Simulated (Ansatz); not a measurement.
Consider CuAu (space group P4/mmm, No. 123; a = 2.813 Å, c = 3.593 Å; relaxed with 0.1 eV smearing). Axes: x, y, z lie along a, b, c of the conventional cell.

Method: PBEsol in Ansatz (plane waves to 420 eV, PAW, without spin-orbit coupling).

The change: uniaxial strain ε_xx = +2.50 %, all other strain components held at zero; the atoms relax in the strained cell.

Problem. Estimate the effect on the energy relative to the base.

Solution. The energy goes up by 5.3 meV/atom.

Problem. How does this affect the stress?

Solution. The stress (xx, yy, zz, yz, xz, xy; compression positive) comes out as (-4.5, -3.5, -3.8, 0.0, 0.0, 0.0) GPa.

Stability against distortions was not tested. The final runs are not spin-polarised.

Ansatz is a first-principles code.
